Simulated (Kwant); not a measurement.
Kwant, effective-mass tight-binding model on a square grid, one spin, coherent transport at 0 K. Conductance is in e²/h.

Device: quantum point contact (saddle potential) in a GaN two-dimensional gas. Effective mass 0.22 mₑ, grid spacing 15 nm, hard walls, nominal width 300 nm (19 grid rows, so walls 300 nm apart), one parabolic valley, scattering region 900 nm long along x; energies count from the band bottom; Fermi energy swept from 9.4957e-06 to 0.0004277 eV. Potential (V0 + ½k y²) cos²(πx/L) for |x| < L/2, with V0 = 0.00016 eV, k = 4.9e-08 eV/nm², L = 730 nm.

Constants are typed, rounded textbook-type inputs, not results; the design itself was drawn at random and stands for no fabricated device.

Sweep values stay those of the base run.

One input was changed, with this effect: G at E = 0.1125 meV 2.3e-7 → 2.3e-9 e²/h; mean G over the sweep little changed (0.66 e²/h); G at E = 0.2156 meV 0.24 → 0.18 e²/h.

Which change was it?
A) magnetic field 0 → 0.046 T
B) length of the gated region 730 → 950 nm
C) effective mass 0.22 → 0.18 mₑ

B, length of the gated region 730 → 950 nm
